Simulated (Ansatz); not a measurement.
Cu on the 1x1 (110) surface of 3C silicon carbide (cut with top plane C + Si), one in a 1x1 cell, started at the site 'hollow C-C-Si-Si'

Host crystal: 3C silicon carbide, with a band gap (PBE, scalar-relativistic without spin-orbit coupling).

Calculation: PBE (plane waves to 420 eV, PAW; Ansatz, a program for electronic structure).

Slab: 13 atoms, 7.7 Å thick at the start under the adsorbate (thin: gaps and levels are the slab's own); k 6x6x1, smearing 0.01 eV, dipole-corrected; 6 atoms held, the rest relaxed; start symmetry kept, larger cells not searched; spin-polarised, no spin-orbit, no U, no dispersion correction. The slab shows no gap over 0.04 eV on its mesh. The starting moment vanished. At the end it is bonded to 2 C + 2 Si. In PBE this state lies 0.14 eV over the lowest of the starts that converged ('over Si at depth 1.5 Å').

```yaml
adsorption energy against an atom of fcc Cu: 0.50 eV
work_function_of_the_top_face: 4.24 eV
change_of_the_step_from_the_bottom_to_the_top_vacuum_level_against_the_clean_slab: -0.91 eV
energy_released_by_relaxation: 0.68 eV
height of the binding atom over the mean of the host atoms within 0.3 Å of the top one: 1.055 Å
nearest_host_atoms_of_the_binding_atom: C at 2.21 Å, Si at 2.36 Å, C at 2.85 Å
largest_move_of_a_host_atom: 0.40 Å
cost: around 5 core-minutes (rough)
```

A negative adsorption energy means that the adsorbate is more stable on the surface than in its reference.
